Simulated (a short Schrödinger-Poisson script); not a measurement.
**Symmetric double-gate stack, SiO2 on p-type Ge(100)**

Structure: symmetric double-gate stack, SiO2 on p-type Ge(100), at 300 K.

| layer | material | thickness (nm) | Na (cm⁻³) |
|---|---|---|---|
| 1 | SiO2 | 2 | - |
| 2 | Ge | 10 | 3e18 |
| 3 | SiO2 | 2 | - |

The device is made up for the run: typed textbook-type constants, with dimensions and the other settings drawn at random. SiO2: permittivity 3.9, conduction-band edge (eV) 3.1, gap (eV) 9, electron mass (mₑ) 0.5. Ge: permittivity 16, conduction-band edge (eV) 0, gap (eV) 0.664, Nv at 300 K (cm⁻³) 6e18.

Channel valleys (confinement mass, in-plane density-of-states mass, number): L4 0.12, 0.295, 4. At the gates, both at one voltage, the conduction-band edge of layer 1 lies 3.15 eV − eVg above the Fermi level of the channel. Gaps are held at their typed values at every temperature. Mesh 0.03 nm at interfaces.

From a short Schrödinger-Poisson script (our own, NumPy): 1D Poisson equation in equilibrium, electrons quantum, Hartree (BenDaniel-Duke, 12 states a valley, the channel's in-plane mass for all, wave functions ending at the dielectric), parabolic valleys, classical holes, full ionisation, no traps, pinning or gate leakage.

```
Vg (V)  electrons (cm⁻²)  C (μF/cm²)  L4 E0 (meV)  L4 E1 (meV)
------  ----------------  ----------  -----------  -----------
-0.1              1.31e7     < 0.003        357.2        444.8
0                 6.28e8     0.00396        257.3        344.8
0.1              2.81e10       0.166        159.0        246.5
0.2              4.63e11        1.35         86.1        172.2
0.3              1.55e12        2.02         54.0        136.4
0.4              2.90e12        2.25         36.8        115.1
0.5              4.34e12        2.37         25.2         99.4
0.6              5.85e12        2.44         16.5         86.6
0.7              7.39e12        2.50          9.4         75.8
0.8              8.96e12        2.55          3.4         66.2
0.9              1.06e13        2.58         -1.7         57.8
1                1.22e13        2.62         -6.3         50.2
1.1              1.38e13        2.65        -10.3         43.2
1.2              1.55e13        2.67        -14.0         36.9
1.3              1.72e13        2.70        -17.4         31.1
1.4              1.89e13        2.72        -20.5         25.8
1.5              2.06e13        2.74        -23.3         20.8
```

Gate voltages with under 1e6 electrons/cm² are left out.

Subbands count from the Fermi level. The capacitance is that of both gates.

Only the L valleys are kept; under strong confinement the Δ valleys of Ge fill too.
